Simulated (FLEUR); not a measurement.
FLEUR run on MnZn3 (Pm-3m, 4 atoms in the cell): self-consistent single point.

Computed with FLEUR with LDA (Perdew-Zunger), all-electron FLAPW (FLEUR), scalar-relativistic valence.

```
MnZn3
1.0
    3.72623     0.00000     0.00000
    0.00000     3.72623     0.00000
    0.00000     0.00000     3.72623
Mn Zn
1 3
Direct
  0.00000   0.00000   0.00000
  0.00000   0.50000   0.50000
  0.50000   0.00000   0.50000
  0.50000   0.50000   0.00000
```
Moments meant for the start (each program seeds them in its own way; μB, in the order of the atoms Mn Zn Zn Zn): 4.0 0.0 0.0 0.0.

Reference input (self-consistent single point, DFT, PBEsol, all-electron FLAPW (FLEUR), scalar-relativistic valence): Kmax = 4.3 1/bohr; GmaxXC = 17.2 1/bohr; xcFunctional = PBEs; jspins = 2; l_soc = F; mode = hist; fermiSmearingEnergy = 0.00367493 Htr; mesh (inpgen div1-3) = 6 6 6; inpgen gamma flag = true; Gmax = 17.2 1/bohr; numbands = 0; maxIterBroyd = 15. This run's input differs from it in these lines:

```diff
@@ -16,3 +16,3 @@
 &comp jspins=2 /
-&exco xctyp='PBEs' /
+&exco xctyp='pz' /
 &kpt div1=6 div2=6 div3=6 gamma=t /
@@ -29,3 +29,3 @@
       <coreElectrons ctail="T" frcor="F" kcrel="0" coretail_lmax="0"/>
-      <xcFunctional name="PBEs" relativisticCorrections="F"/>
+      <xcFunctional name="pz" relativisticCorrections="F"/>
       <magnetism jspins="2"/>
```

Output, abridged:

```
 Iteration:     1   Distance:      21.28306599 me/bohr^3
 Iteration:     2   Distance:      14.23841368 me/bohr^3
 Iteration:     3   Distance:      12.09223849 me/bohr^3
 Iteration:     4   Distance:      12.89238728 me/bohr^3
 Iteration:     5   Distance:       9.09218729 me/bohr^3
   [... 19 lines left out ...]
 Iteration:    25   Distance:       0.00117415 me/bohr^3
 Iteration:    26   Distance:       0.00001455 me/bohr^3
 Iteration:    27   Distance:       0.00003738 me/bohr^3
 Iteration:    28   Distance:       0.00000495 me/bohr^3
 Run finished successfully
 Stop message:
   Structural relaxation: Done

[file out, last iteration]
             iter=     29
[...]
          total density-effective poten   -1.0389108318E+04
          total charge density-energy d   -2.5705637725E+02
 Updated energy parameters for spin:           1
 Updated energy parameters for spin:           2
[...]
 fermi energy and band-weighting factors:

[...]
FERMIE:
          first approx. to ef    (T=0)  :   0.333757 htr   (energy of the highest occ. eigenvalue)
          number of occ. states  (T=0)  :       1027
          first approx. to seigv (T=0)  :  -8.672193 htr
          sum of weights of occ. states :  51.013889
          sum of semicore charge        :   0.000000 e
FERHIS:  Fermi-Energy by histogram:
          bandgap                     :   0.001082 htr
   [... lines left out ...]
          charge neutrality (T=0)     :   0.013889    (zero if the highest occ. eigenvalue is "entirely" occupied)
     EF_NEWTON:  Adjust Fermi-Energy by Newton-Method.
 Direct bandgap for spin            1 :    1.3952666920792334E-002  Htr
 Direct bandgap for spin            2 :    2.1128183324527816E-002  Htr
 ---->    free energy=                     -6536.8910444018 htr
   [... lines left out ...]
 ***** TOTAL FORCES ON ATOMS *****
 TOTAL FORCE FOR ATOM TYPE=  1  X=  0.000   Y=  0.000   Z=  0.000
                       FX_TOT= 0.000000 FY_TOT= 0.000000 FZ_TOT= 0.000000
 TOTAL FORCE FOR ATOM TYPE=  2  X=  0.000   Y=  3.521   Z=  3.521
                       FX_TOT= 0.000000 FY_TOT= 0.000000 FZ_TOT= 0.000000
 Structural relaxation: Done
```

The run converged in 28 iterations. FLEUR gives forces in its relaxation mode, with a further iteration, so its stop message speaks of a relaxation. Against the reference run the size of the net moment goes from 0.58 to 0.48 μB/atom.

The starting cell comes from a database of computed structures (which also holds hypothetical and non-ambient phases and stackings), without a prior relaxation at this level. Its lattice was rescaled by a random factor within 2.5 % of one. With one magnetic atom in the cell only a parallel order is possible. Values depend on the basis (sphere radii, cutoffs, local orbitals), which need not be converged. The log's line on a gap gives a spacing of levels on this mesh, which the program prints for metals too.

Cost on one core of a shared machine: roughly 5 min.
